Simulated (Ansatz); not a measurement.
# Lattice thermal conductivity of AlP (zinc blende, F-43m)

Method: a three-phonon Boltzmann calculation with natural isotopes; Ansatz (a program for electronic structure), LDA functional, plane-wave PAW; third-order constants from a 54-atom supercell out to 5.0 Å, harmonic mesh 6×6×6, k mesh 6×6×6, scattering mesh 17×17×17. Dynamical quadrupoles are not included in the interpolation of the phonons between the solved wave vectors. Unless called populations, κ holds the coherence term between modes besides the Boltzmann populations.

```json
[
 {"T (K)": "150", "κ (W/m/K)": "240", "κ, relaxation time": "240", "coherences (mean)": "0.0099"},
 {"T (K)": "200", "κ (W/m/K)": "150", "κ, relaxation time": "150", "coherences (mean)": "0.018"},
 {"T (K)": "250", "κ (W/m/K)": "110", "κ, relaxation time": "110", "coherences (mean)": "0.025"},
 {"T (K)": "300", "κ (W/m/K)": "88", "κ, relaxation time": "85", "coherences (mean)": "0.032"},
 {"T (K)": "400", "κ (W/m/K)": "63", "κ, relaxation time": "60", "coherences (mean)": "0.045"},
 {"T (K)": "500", "κ (W/m/K)": "49", "κ, relaxation time": "47", "coherences (mean)": "0.057"},
 {"T (K)": "600", "κ (W/m/K)": "40", "κ, relaxation time": "39", "coherences (mean)": "0.067"},
 {"T (K)": "800", "κ (W/m/K)": "30", "κ, relaxation time": "29", "coherences (mean)": "0.087"},
 {"T (K)": "1000", "κ (W/m/K)": "24", "κ, relaxation time": "23", "coherences (mean)": "0.10"}
]
```

| Quantity | Value |
|---|---|
| highest phonon frequency | 14.8 THz |
| exponent n of κ ∝ T⁻ⁿ above 300 K | 1.07 |

Computed at 300 K against measurement: lattice thermal conductivity 87.5 computed, 90 measured W/(m K) (-3 %; Cormac Toher, Corey Oses, Jose J. Plata et al., Physical Review Materials (2017), arXiv:1611.05714).  

The result is for a perfect infinite crystal and omits four-phonon processes.

Whether this phase is the stable one at each condition was not tested.

The PAW data sets were generated under PBE and serve the other functionals too.
